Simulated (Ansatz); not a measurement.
The structure below was relaxed with DFT with PBEsol, PAW potentials and a 420 eV plane-wave cutoff in Ansatz (a program for electronic structure), no spin-orbit coupling, at pressure −1 GPa.

Space group P6₃/mmc (No. 194); a = 2.8412 Å, b = 2.8412 Å, c = 9.7268 Å, α = 90.00°, β = 90.00°, γ = 120.00°

| atom | site | symmetry | x | y | z |
|---|---|---|---|---|---|
| Be | 4f | 3m. | 0.3333 | 0.6667 | 0.0783 |
| Be | 2b | -6m2 | 0.0000 | 0.0000 | 0.2500 |
| N | 2a | -3m. | 0.0000 | 0.0000 | 0.0000 |
| N | 2c | -6m2 | 0.3333 | 0.6667 | 0.2500 |

Q: Write out a cell with all atoms.

A: 
```cif
data_Be6N4
_chemical_formula_sum 'Be6 N4'
_space_group_name_H-M_alt 'P 1'
_space_group_IT_number 1
_cell_length_a 2.84118
_cell_length_b 2.84118
_cell_length_c 9.72681
_cell_angle_alpha 90.000
_cell_angle_beta 90.000
_cell_angle_gamma 120.000
loop_
_space_group_symop_operation_xyz
  'x, y, z'
loop_
_atom_site_label
_atom_site_type_symbol
_atom_site_fract_x
_atom_site_fract_y
_atom_site_fract_z
_atom_site_occupancy
Be1 Be 0.33333 0.66667 0.07828 1
Be2 Be 0.66667 0.33333 0.92172 1
Be3 Be 0.66667 0.33333 0.57828 1
Be4 Be 0.33333 0.66667 0.42172 1
Be5 Be 0.00000 0.00000 0.25000 1
Be6 Be 0.00000 0.00000 0.75000 1
N1 N 0.00000 0.00000 0.00000 1
N2 N 0.00000 0.00000 0.50000 1
N3 N 0.33333 0.66667 0.25000 1
N4 N 0.66667 0.33333 0.75000 1
```
This is the conventional cell.

Load acts through the strain it causes; cell and atoms are relaxed under it. Whether these cells are dynamically stable was not tested. The cell was made from Be₃N₂ (space group P6_3/mmc, No. 194; a cell from a computed database, its experimental status unchecked) by this change: pressure −1 GPa.
